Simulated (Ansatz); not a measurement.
Base system: YN in the rock salt structure (space group Fm-3m, No. 225).

```
YN
1.0
    0.00000     2.40990     2.40990
    2.40990     0.00000     2.40990
    2.40990     2.40990     0.00000
Y N
1 1
Cartesian
  0.00000   0.00000   0.00000
  2.40990   2.40990   2.40990
```

Cartesian axes are those of the cell as printed.

All numbers come from Kohn–Sham DFT with the LDA functional, run in Ansatz (a program for electronic structure) with PAW and 420 eV plane waves, scalar-relativistic without spin-orbit coupling.

For the base:

The volume per atom is 14.00 Å³. The pressure comes out as 0.0 GPa and the band gap is zero.

Modification: biaxial strain −2.00 %, plane normal [001], relaxed out of plane (Cartesian); in-plane vectors clamped, the third vector and the atoms free.

Task: What does the calculation give for the volume per atom after the change?

Result: The volume per atom shrinks by 0.43 Å³, from 14.00 Å³ to 13.57 Å³.

Task: What happens to the energy relative to the base?

Result: The energy grows by 16 meV/atom.

Task: How does this affect the pressure?

Result: The pressure (mean of the normal stresses, compression positive) goes from zero to 6.4 GPa.

Task: Predict the new band gap.

Result: The band gap is still zero.

A case with no gap was solved on a k-mesh chosen for an insulator, which is coarse for it. Stability against distortions was not tested. The final runs are not spin-polarised. Gaps under 0.05 eV, about the width of the smearing, are given as zero. A zero or small gap of YN can be the functional's error rather than a property of the material.
